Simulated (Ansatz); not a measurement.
Take Ga2O3 in the corundum structure (space group R-3c, No. 167; a = 4.950 Å, c = 13.306 Å (hexagonal axes)) as the base. Axes: x lies along a and z along c of the hexagonal cell.

Method: LDA (Ansatz, an electronic-structure program, PAW, no SOC).

Strains are applied to the cell and any free atomic positions relax.

One change was made to it. Results:

The energy increases by 2.7 meV/atom; the smallest direct gap shrinks by 0.20 eV to 3.11 eV; the band gap shrinks by 0.19 eV to 2.85 eV.

Task: Which of these changes matches the shifts?
A. uniaxial strain ε_xx = +1.50 %
B. uniaxial strain ε_xx = +0.75 %
C. uniaxial strain ε_xx = +3.00 %

Result: A, uniaxial strain ε_xx = +1.50 %. For comparison, the band gap in the other runs: uniaxial strain ε_xx = +3.00 % gives 2.66 eV; uniaxial strain ε_xx = +0.75 % gives 2.94 eV.

No phonon test of stability was made.
